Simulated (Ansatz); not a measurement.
The starting structures come from a database of crystals and need not be the phases stable at ambient conditions.

 Where the default PAW files enter, the runs use the earlier of Ansatz's two default sets.

Tunnelling through a barrier is set by its complex band structure: the current falls as exp(−2κd) with the smallest κ.

Given:

```
CELL_PARAMETERS angstrom
      4.58461     0.00000     0.00000
      0.00000     5.14523     0.00000
      1.38609     0.00000     6.75920
ATOMIC_POSITIONS crystal
  Rb 0.76907 0.75000 0.76158
  Rb 0.23093 0.25000 0.23842
  H  0.47894 0.75000 0.39446
  H  0.52106 0.25000 0.60554
  S  0.73489 0.75000 0.25989
  S  0.26511 0.25000 0.74011
```

Space group of this cell: P2_1/m. The cell is taken as given.

Transport runs along the normal of the first two printed cell vectors.

The gap is the functional's own, uncorrected, and κ follows it; spin-orbit coupling is left out. Mid-gap values are interpolated between the computed energies.

**Question.** Estimate the band gap and the smallest decay constant κ at mid-gap that PBEsol (Ansatz, an electronic-structure program) returns for this system.

**Answer.** Gap 3.00 eV on a 8×6×6 mesh; κ = 0.287 1/Å, at the zone centre.
